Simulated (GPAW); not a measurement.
Checking a run of GPAW on AgI (F-43m, 2 atoms in the cell). The aim is a self-consistent single point with DFT LDA (Perdew-Wang 92), plane waves, GPAW PAW datasets LDA (gpaw-data 1.0.1).

Cell that was meant: a = 4.6318 Å, b = 4.6318 Å, c = 4.6318 Å, α = 60.00°, β = 60.00°, γ = 60.00°.

Part of the input:

```python
                         [4.912805, 4.912805, 4.912805]],
              pbc=True)

calc = GPAW(mode={'name': 'pw', 'ecut': 120},
            xc='LDA',
            kpts={'size': (6, 6, 6), 'gamma': True},
            occupations={'name': 'fermi-dirac', 'width': 0.0},
```

Output (repeated stretches shortened):

```
Input parameters:
  convergence: {bands: -2,
                density: 1e-05}
  kpts: {gamma: True,
         size: (6, 6, 6)}
  maxiter: 120
   [... lines left out ...]
   1 I      4.912805    4.912805    4.912805    ( 0.0000,  0.0000,  0.0000)

Unit cell:
           periodic     x           y           z      points  spacing
  1. axis:    yes    0.000000    3.275203    3.275203    12     0.3152
  2. axis:    yes    3.275203    0.000000    3.275203    12     0.3152
  3. axis:    yes    3.275203    3.275203    0.000000    12     0.3152

  Lengths:   4.631837   4.631837   4.631837
  Angles:   60.000000  60.000000  60.000000

Effective grid spacing dv^(1/3) = 0.3439
     iter     time        total  log10-change:
                         energy   eigst   dens
iter:   1 --:--:--    17.654418   -0.18
iter:   2 --:--:--    18.924237   -1.71  -1.12
iter:   3 --:--:--    22.403629   -0.77  -1.17
iter:   4 --:--:--    22.094758   -1.58  -1.38
iter:   5 --:--:--    22.406210   -2.43  -1.42
iter:   6 --:--:--    22.422089   -3.88  -1.77
iter:   7 --:--:--    22.433512   -4.35  -1.77
iter:   8 --:--:--    22.559669   -2.21  -1.74
iter:   9 --:--:--    22.559782   -3.67  -2.41
iter:  10 --:--:--    22.558270c  -4.01  -2.43
iter:  11 --:--:--    22.560516c  -3.85  -2.38
iter:  12 --:--:--    22.560602c  -5.14  -3.17
iter:  13 --:--:--    22.560464c  -5.46  -3.39
iter:  14 --:--:--    22.560629c  -5.53  -3.20
iter:  15 --:--:--    22.560645c  -6.02  -3.50
iter:  16 --:--:--    22.560583c  -5.68  -3.53
iter:  17 --:--:--    22.560644c  -5.71  -3.45
iter:  18 --:--:--    22.560644c  -7.11  -4.65
iter:  19 --:--:--    22.560644c  -8.34c -4.93
iter:  20 --:--:--    22.560644c  -8.55c -4.88
iter:  21 --:--:--    22.560644c  -8.82c -5.03c
Converged after 21 iterations.

Dipole moment: (4.760625, 4.760625, 4.760625) |e|*Ang

Energy contributions relative to reference atoms: (reference = -337848.017482)

Kinetic:       -200.853251
Potential:     +213.787653
External:        +0.000000
XC:              +9.704207
Entropy (-ST):   +0.000000
Local:           -0.077964
SIC:             +0.000000
--------------------------
Free energy:    +22.560644
Extrapolated:   +22.560644

Showing only first 2 kpts
 Kpt  Band  Eigenvalues  Occupancy
  0    10      2.98719    2.00000
  0    11      2.98719    2.00000
  0    12      3.37264    0.00000
  0    13      8.14260    0.00000

  1    10      1.71111    2.00000
  1    11      1.71125    2.00000
  1    12      4.73211    0.00000
  1    13      7.16403    0.00000

   [... lines left out ...]
Fermi level: 3.17992
Gap: 0.385 eV
   [... lines left out ...]
No difference between direct/indirect transitions
Energy (eV): 22.560644

Forces in eV/Ang:
  0 Ag    0.00000    0.00000   -0.00000
  1 I     0.00000    0.00000   -0.00000

Stress tensor:
     1.638168    -0.000000     0.000000
    -0.000000     1.638168     0.000000
     0.000000     0.000000     1.638168
Stress (GPa, Voigt): [262.4634 262.4634 262.4634   0.       0.      -0.    ]
```

Is anything amiss in this input, and did it matter?

The run is not sound. The fault is a basis or grid far too coarse for these potentials. Far below the cutoff that the potentials were made for, the basis cannot represent the orbitals near the nuclei, and energies, forces and above all the stress go wrong. To fix it, restore the cutoff that the potentials need and check convergence. The run converged in 21 iterations without an error; against the sound input the free energy goes up by 14.4 eV/atom, the pressure goes from -2.76 to -262.5 GPa and the gap on the mesh goes from 1.056 to 0.385 eV.

An input that runs soundly differs in these lines (not the only fix; some lines may just follow from the change or write a value another way):
```diff
-calc = GPAW(mode={'name': 'pw', 'ecut': 120},
+calc = GPAW(mode={'name': 'pw', 'ecut': 550},
```

With that input, the run converged in 22 iterations: free energy E − TS (from the program's reference atoms) -6.1543 eV; top of the valence band (on the code's own zero) 2.44 eV; gap on the k-point mesh 1.06 eV; pressure -2.76 GPa (DFT LDA (Perdew-Wang 92), plane waves, GPAW PAW datasets LDA (gpaw-data 1.0.1)).

On the sound input: the starting cell comes from a database of computed structures (which also holds hypothetical and non-ambient phases and stackings), without a prior relaxation at this level. Its lattice was rescaled by a random factor within 2.5 % of one. Spin-orbit coupling is off.
